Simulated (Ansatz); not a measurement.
Output of an Ansatz run (abridged):

```
WARN ansatz: RAYON_NUM_THREADS=1 ignored (pool sized by the plan → 1); use --threads N
Pseudopotentials: kind: paw
Pseudopotential: Ni, paw, valence charge 18
Pseudopotential: Ge, paw, valence charge 14
Crystal: 4 atoms, lattice volume = 44.396 Å³
Basis set: ecut = 420 eV, 895 PW (Γ)
Bands: 41, of which v1, the nominal top of the filled ones, is band 34 counted from 1 (33 counted from 0)
Symmetry: 48 space group operations
Space group: Pm-3m (ITA 221), of the structure as read, at distance tolerance 3.5e-5 Å
k-points: 35 of 729
PAW frozen core: Ni, regenerated for the run's functional, and the local potential with it
PAW frozen core: Ge, regenerated for the run's functional, and the local potential with it
Initial density: superposition of atomic densities (neutral atoms: chi_scale 0, normalization atom), corrected by the library's trained network
Initial wavefunctions: pseudopotential atomic-orbital guess
Eigensolver: davidson
Functional: x = slater, c = lda
SCF iter   1: F=—  HF=-21537.236548 eV  |F-HF|=—  |Δ(HF+E_count)|=         —  Δρ=1.88e-2  dr2=6.48e-2  ethr=1.77e-3  ⟨swp⟩=5.3  Hψ=4567  notcnv=0  defer=15
all-band conjugate gradients solve this SCF's bands
preconditioner: auto → Kerker (q_TF=auto, 2.929 Å⁻¹)
SCF iter   2: F=—  HF=-21537.222132 eV  |F-HF|=—  |Δ(HF+E_count)|=   1.44e-2  Δρ=4.73e-3  dr2=3.65e-3  ethr=9.53e-5  ⟨swp⟩=2.2  Hψ=2696  notcnv=0  defer=58
SCF iter   3: F=—  HF=-21537.221403 eV  |F-HF|=—  |Δ(HF+E_count)|=   7.29e-4  Δρ=1.76e-3  dr2=7.45e-4  ethr=5.37e-6  ⟨swp⟩=1.7  Hψ=1460  notcnv=0  defer=58
SCF iter   4: F=—  HF=-21537.221173 eV  |F-HF|=—  |Δ(HF+E_count)|=   2.30e-4  Δρ=4.13e-4  dr2=1.01e-4  ethr=1.10e-6  ⟨swp⟩=2.3  Hψ=2143  notcnv=0  defer=58
SCF iter   5: F=—  HF=-21537.221137 eV  |F-HF|=—  |Δ(HF+E_count)|=   3.60e-5  Δρ=2.94e-4  dr2=4.79e-5  ethr=1.49e-7  ⟨swp⟩=2.0  Hψ=1624  notcnv=0  defer=58
SCF iter   6: F=—  HF=-21537.221139 eV  |F-HF|=—  |Δ(HF+E_count)|=   1.58e-6  Δρ=4.40e-5  dr2=6.50e-7  ethr=7.05e-8  ⟨swp⟩=2.0  Hψ=1951  notcnv=0  defer=58
SCF iter   7: F=—  HF=-21537.221140 eV  |F-HF|=—  |Δ(HF+E_count)|=   6.51e-7  Δρ=2.36e-5  dr2=2.43e-7  ethr=1.47e-10  ⟨swp⟩=8.5  Hψ=6703  notcnv=0
SCF iter   8: F=-21537.221139 eV  HF=-21537.221139 eV  |F-HF|=1.10e-8  |Δ(HF+E_count)|=   7.34e-8  Δρ=6.15e-6  dr2=1.84e-8  ethr=1.47e-10  ⟨swp⟩=4.1  Hψ=4869  notcnv=0
SCF 1 converged in 8 iterations: F = -21537.221139 eV  dr2 = 1.84e-8
SCF converged after 8 iterations
Free energy (F): -21537.221139 eV
Harris-Foulkes:  -21537.221139 eV  (|F-HF|=1.10e-8)
Internal energy: -21537.211064 eV  (E = F + TS)
E sigma→0 (E₀):  -21537.216102 eV
Entropy (-TS):   -0.010076 eV (-2.519 meV/atom)
Fermi energy:    18.093752 eV
--- Per-component energies (eV) ---
  E_band       = -861.834819
  E_kinetic    = 970.157775
  E_local      = -12235.405170  (includes V_loc(G=0)·N_el)
  E_nonlocal   = 2345.102160
  E_hartree    = 5181.835928
  E_xc         = -331.830899
  E_vxc        = -397.491627  (∫ρ·V_xc dr)
  E_paw        = -6638.470080  (= ΣΔE_a)
  E_vpaw       = -1907.870243  (= ΣTr[D̂ρ^β])
  E_aug_tail   = 0.001038  (compensation charges beyond the density's cutoff)
  E_ewald      = -10831.812503
  E_core_change = 3.210688  (= ΣΔE_core)
  E_smearing   = -0.010076  (= −TS)
  E_closure    = 0.000000  (closes the sum)
  Σ components = -21537.221139   (vs F -21537.221139, Δ=0.00e0)
--- Forces (eV/Å), atoms counted from 1 ---
  atom   1  Ni     0.00000000    -0.00000000    -0.00000000
   [... zero for the other atoms too ...]
  max |Σ_I F_I| component: 1.46e-28 eV/Å
--- Stress (GPa, compression-positive) ---
       -9.509543       0.000000       0.000000
        0.000000      -9.509543       0.000000
        0.000000       0.000000      -9.509543
  P = ⅓ Tr σ = -9.5095 GPa (-95.095 kbar)
  The stress holds the Pulay correction. Without it, at fixed plane waves, as pw.x and ABINIT print it: P = -9.6041 GPa
--- Band table (eV; the first three rows and the last of 35) ---
  k-point 0: bands = ["-84.1708", "-84.1379", "-84.1379", "-45.0753", "-45.0753", "-45.0753", "-45.0245", "-45.0245", "-45.0245", "-44.8647", "-44.8647", "-44.8647", "-6.6354", "-6.6354", "-6.6216", "-6.6216", "-6.6216", "5.5934", "13.2499", [...]
  k-point 1: bands = ["-84.1699", "-84.1388", "-84.1379", "-45.0732", "-45.0732", "-45.0726", "-45.0252", "-45.0252", "-45.0247", "-44.8678", "-44.8660", "-44.8660", "-6.6348", "-6.6324", "-6.6216", "-6.6216", "-6.6214", "5.7318", "13.2525", [...]
  k-point 2: bands = ["-84.1674", "-84.1413", "-84.1379", "-45.0676", "-45.0676", "-45.0652", "-45.0272", "-45.0272", "-45.0251", "-44.8762", "-44.8696", "-44.8696", "-6.6335", "-6.6248", "-6.6216", "-6.6216", "-6.6211", "6.1336", "12.7183", [...]
  k-point 34: bands = ["-84.1494", "-84.1484", "-84.1484", "-45.0977", "-45.0972", "-45.0972", "-45.0138", "-44.9764", "-44.9764", "-44.9758", "-44.8351", "-44.8351", "-6.6333", "-6.6333", "-6.6333", "-6.5986", "-6.5986", "9.0408", "13.3965", [...]
```

The structure:

```
CELL_PARAMETERS angstrom
      3.54092     0.00000     0.00000
      0.00000     3.54092     0.00000
      0.00000     0.00000     3.54092
ATOMIC_POSITIONS crystal
  Ni 0.50000 0.00000 0.50000
  Ni 0.00000 0.50000 0.50000
  Ni 0.50000 0.50000 0.00000
  Ge 0.00000 0.00000 0.00000
```

Write an input that gives this output.

Other spellings and defaults could give the same log, and not every line can be read from it. The input that was run (DFT, LDA (PW92), plane waves, default PAW files made with PBE):

Ansatz 0.2 input:
```yaml
# Ni3Ge
crystal:
  lattice:
    - [3.540921, 0.000000, 0.000000]
    - [0.000000, 3.540921, 0.000000]
    - [0.000000, 0.000000, 3.540921]
  atoms:
    - { symbol: Ni, position: [0.500000, 0.000000, 0.500000] }
    - { symbol: Ni, position: [0.000000, 0.500000, 0.500000] }
    - { symbol: Ni, position: [0.500000, 0.500000, 0.000000] }
    - { symbol: Ge, position: [0.000000, 0.000000, 0.000000] }
basis:
  ecutwfc: 420.0
kpoints:
  mp_grid: { grid: [9, 9, 9] }
hamiltonian:
  xc: lda
  pseudopotentials: { kind: paw }
scf:
  occupations: { method: gaussian, width: 0.1 }
output:
  forces: true
  eigenvalues: true
  stress: true
```

The starting cell comes from a database of computed structures (which also holds hypothetical and non-ambient phases and stackings), without a prior relaxation at this level. Its lattice was rescaled by up to half a per cent. Spin polarisation is off. With a pressure of about -10 GPa the cell is away from its equilibrium volume at this level. Ansatz's pressure includes its estimate of the finite-basis (Pulay) stress.

Ansatz is a program for electronic structure.
